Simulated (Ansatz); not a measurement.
A set of related cells and their band gap.

Cell A: Mg (hcp, P6₃/mmc), 2 atoms in the cell, k-point mesh 24×24×12 on the run's own vectors.
```
CELL_PARAMETERS angstrom
      3.19498     0.00000     0.00000
     -1.59749     2.76694     0.00000
      0.00000     0.00000     5.19633
ATOMIC_POSITIONS crystal
  Mg 0.33333 0.66667 0.25000
  Mg 0.66667 0.33333 0.75000
```

Cell B: MgH2 (rutile, P4₂/mnm), 6 atoms in the cell, k-point mesh 12×8×8 on the run's own vectors.
```xyz
6
Lattice="0.0000 0.0000 3.0130 4.5164 0.0000 0.0000 0.0000 4.5164 0.0000" Properties=species:S:1:pos:R:3 pbc="T T T"
Mg     2.2582     2.2582     1.5065
Mg     0.0000     0.0000     0.0000
H      3.1418     3.1418     0.0000
H      1.3745     1.3745     0.0000
H      3.6327     0.8836     1.5065
H      0.8836     3.6327     1.5065
```

All numbers come from Ansatz (an electronic-structure program), plane waves with PAW, its PAW set soft_1, cutoff 420 eV, 500 eV for r2SCAN. The structures are at rest with PBE; other levels are single points on them. Neutral cells; Fermi-Dirac smearing of at most 0.10 eV in the solids, energies taken to zero width. The lattices are those relaxed with PBE, so at other levels the solids can be strained, which adds to the spread. The structures are the rest points that the relaxations reached, not proven lowest. A dispersion term ran beside these levels; it doesn't touch the electrons. Gaps are highest filled to lowest empty Kohn-Sham level on the run's k-point mesh, states of defects and surfaces included; edges off the mesh make the true gap smaller, and under 0.08 eV counts as none; a gap is called direct where the least direct separation is within 0.02 eV of it.

**Question.** What does r2SCAN give for the band gap of each cell (eV)?

**Answer.** 
| system | r2SCAN |
|---|---|
| A | none |
| B | 4.39 (indirect) |

With r2SCAN the value of B exceeds that of A by 4.39 eV.

**Question.** How do the other levels compare?

**Answer.** 
```
system              PBE
------  ---------------
A                  none
B       3.76 (indirect)
```

With PBE the value of B exceeds that of A by 3.76 eV.
